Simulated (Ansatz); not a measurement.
How the equilibrium volume per atom of TiC (model structure, started from the NiAs type, P6₃/mmc, No. 194, 4 atoms in the cell) moves with the method

No measured value is used here.

```csv
level (code),value (Å³/atom)
PBE (Ansatz),10.78
PBEsol (Ansatz),10.49
PBE-D3(BJ) (Ansatz),10.48
```

Ansatz's density-functional and Hartree–Fock values are scalar-relativistic unless marked +SOC, with PAW data made under PBE.

A model structure was made by putting elements into a prototype or built by hand; it is no filed structure, need not be a known phase, and can be a saddle point held by its symmetry.

Ansatz is a quantum-chemistry and plane-wave program.
